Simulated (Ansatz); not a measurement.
The starting structures come from a database of crystals and need not be the phases stable at ambient conditions.

Inside the gap of an insulator the Bloch states are evanescent, with a wavenumber k + iκ along the transport direction.

Consider the following.

```yaml
crystal:
  lattice:
    - [3.53531, 0.00000, 0.00000]
    - [0.00000, 7.05547, 0.00000]
    - [1.76765, -1.35565, 4.69174]
  atoms:
    - { symbol: Mg, position: [0.00000, 0.50000, 0.00000] }
    - { symbol: V, position: [0.22134, 0.82339, 0.55732] }
    - { symbol: V, position: [0.77866, 0.17661, 0.44268] }
    - { symbol: O, position: [0.71306, 0.91739, 0.57388] }
    - { symbol: O, position: [0.28694, 0.08261, 0.42612] }
    - { symbol: O, position: [0.92382, 0.25956, 0.15236] }
    - { symbol: O, position: [0.07618, 0.74044, 0.84764] }
    - { symbol: O, position: [0.36687, 0.62314, 0.26626] }
    - { symbol: O, position: [0.63313, 0.37686, 0.73374] }
```

Space group of this cell: C2/m. The cell is taken as given; by r2SCAN its mean pressure is -9.1 GPa.

Transport runs along the normal of the first two printed cell vectors.

The gap is the functional's own. No spin-orbit coupling. Mid-gap values are interpolated on the energy grid.

### Question
State the band gap and the smallest decay constant κ at mid-gap according to r2SCAN in Ansatz (a first-principles code).

### Answer
Gap 2.84 eV on a 10×6×10 mesh; κ = 0.518 1/Å, at (0.500, 0.250) of the in-plane reciprocal vectors. At the zone centre, at the nearest computed energy, the slowest state has κ = 0.55 1/Å.
